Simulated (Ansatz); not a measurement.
**Effect of isotropic strain +3.51 % on Hf**

Base system: Hf in the hcp (Mg type) structure (space group P6_3/mmc, No. 194; a = 3.198 Å, c = 5.047 Å).

The change: the cell is scaled by 1.0351 in all directions, atoms relaxed at fixed cell.

Method: Ansatz (a quantum-chemistry and plane-wave program), r2SCAN, PAW, cutoff 500 eV, no spin-orbit coupling. Settings: 17×17×9 k-points, 0.05 eV Fermi–Dirac smearing.

The space group is still P6_3/mmc (No. 194) and the shortest interatomic distance goes up by 0.110 Å, from 3.127 Å to 3.237 Å. The energy goes up by 79 meV/atom and the band gap stays zero.

Final structure:

```
CELL_PARAMETERS angstrom
      3.31016     0.00000     0.00000
     -1.65508     2.86668     0.00000
      0.00000     0.00000     5.22451
ATOMIC_POSITIONS crystal
  Hf 0.33333 0.66667 0.75000
  Hf 0.66667 0.33333 0.25000
```

Whether these cells are dynamically stable was not tested. All final runs are without spin polarisation.
